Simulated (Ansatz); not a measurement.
# A computed series for ZnO: pressure series

Base system: ZnO in the wurtzite structure (space group P6_3mc, No. 186; a = 3.2795 Å, c = 5.2937 Å).

Cell and atoms are relaxed at each pressure.

Computed with PBE, PAW, 420 eV (Ansatz, an electronic-structure program; no spin-orbit coupling).

| pressure (GPa) | volume per atom (Å³/atom) |
|---|---|
| -2 | 12.526 |
| -1 | ? |
| 0 | 12.327 |
| 0.9 | 12.242 |
| 2.1 | 12.134 |
| 4.5 | 11.933 |
| 9 | 11.597 |
| 22.5 | 10.817 |

Fit the third-order Birch–Murnaghan form P(V) = (3B₀/2)[(V₀/V)^(7/3) − (V₀/V)^(5/3)]·[1 + (3/4)(B₀′ − 4)((V₀/V)^(2/3) − 1)] (squares taken in P) to the rows shown and predict the withheld row.

Least squares on the printed values gives V₀ = 12.327 Å³/atom, B₀ = 129 GPa, B₀′ = 4.4; this predicts 12.424 Å³/atom, and the run gives 12.424 Å³/atom, in agreement.

Measured bulk modulus of ZnO: 143 GPa (temperature not stated; as listed in Cormac Toher et al., Physical Review Materials (2017)); the computed value is for a static lattice, so the two differ by thermal effects too.

Load acts through the strain it causes; cell and atoms are relaxed under it. Stability against distortions was not tested. Measured, ZnO leaves this structure (for rock salt) near 9.1 GPa (temperature not stated; as listed in Datta, Sujoy, Jana, Debnarayan, arXiv (2020)), on rising pressure, with hysteresis.
